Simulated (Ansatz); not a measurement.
Start from NaCl in the rock salt structure (space group Fm-3m, No. 225).

```xyz
2
Lattice="0.0000 2.8007 2.8007 2.8007 0.0000 2.8007 2.8007 2.8007 0.0000" Properties=species:S:1:pos:R:3 pbc="T T T"
Na     0.0000     0.0000     0.0000
Cl     2.8007     2.8007     2.8007
```

Cartesian axes are those of the cell as printed.

Method: PBEsol (Ansatz, a quantum-chemistry and plane-wave program; PAW; 420 eV plane waves; no spin-orbit coupling).

Strains are applied to the cell and any free atomic positions relax; under biaxial strain the out-of-plane vector relaxes too.

One change was made to it. Results:

```csv
quantity,base,after
electron mass,0.39 mₑ (at Γ),0.39 mₑ (at Γ)
band gap,5.01 eV,4.95 eV
energy relative to the base (free energy F),0 meV/atom,+0.8 meV/atom
```

Question: What was done to the base?
A. biaxial strain −0.50 %, plane normal [001], relaxed out of plane
B. biaxial strain +2.50 %, plane normal [001], relaxed out of plane
C. biaxial strain +1.00 %, plane normal [001], relaxed out of plane
D. biaxial strain −1.50 %, plane normal [001], relaxed out of plane
E. biaxial strain −2.50 %, plane normal [001], relaxed out of plane

Answer: C, biaxial strain +1.00 %, plane normal [001], relaxed out of plane. For comparison, the band gap in the other runs: biaxial strain −0.50 %, plane normal [001], relaxed out of plane gives 5.04 eV; biaxial strain +2.50 %, plane normal [001], relaxed out of plane gives 4.86 eV; biaxial strain −2.50 %, plane normal [001], relaxed out of plane gives 5.15 eV; biaxial strain −1.50 %, plane normal [001], relaxed out of plane gives 5.09 eV.

Effective masses come from finite differences of ±0.01 Å⁻¹. Stability against distortions was not tested.
